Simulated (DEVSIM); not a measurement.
Schottky contact on n-type Si

Structure: Schottky contact on n-type Si, at 400 K.

```
layer (left to right)  material  thickness (μm)  Nd (cm⁻³)  τn (s)  τp (s)
---------------------  --------  --------------  ---------  ------  ------
1                            Si            1.20     1.7e17  1.5e-7  1.5e-7
2                            Si           0.920     2.5e18  1.5e-7  1.5e-7
```

Left contact: Schottky, work function 4.6 eV, emission velocity 8.6e6 cm/s. Right contact: ohmic. Voltage is applied to the left contact. Recombination: SRH at mid-gap, radiative. Gap narrowing is on: ΔEg = 6.92 meV × (l + √(l² + 0.5)), l = ln(N/1.3e17 cm⁻³), shared equally by both band edges. Mobility is μmin + (μ − μmin)/(1 + (N/Nref)^α).

This is a model device: material constants are rounded textbook-type values typed into the input, and sizes, dopings and lifetimes were drawn at random. Values at 300 K; Nc and Nv go as T^1.5, mobilities as T to minus their exponent, the gap by Varshni's rule with the affinity fixed.

```
parameter               Si
----------------  --------
gap (eV)             1.124
affinity (eV)         4.05
permittivity          11.7
Nc (cm⁻³)          2.86e19
Nv (cm⁻³)           3.1e19
μn (cm²/Vs)           1417
μp (cm²/Vs)            470
μn,min                  52
μp,min                  45
Nref,n              9.7e16
Nref,p              2.2e17
αn                    0.68
αp                    0.72
T exponent of μn       2.3
T exponent of μp       2.2
B (cm³/s)          4.7e-15
Varshni α (eV/K)  0.000473
Varshni β (K)          636
```

Model (solved in DEVSIM): 1D drift-diffusion, Boltzmann statistics, complete ionisation; no tunnelling, impact ionisation, image-force lowering or self-heating. Metal contacts follow the ideal Schottky-Mott rule: no Fermi-level pinning, no interface dipoles.

| Quantity | Result |
|---|---|
| Potential step across the device at zero bias | 0.430 V |
| Dark forward voltage at 100 A/cm² | 0.099 V |
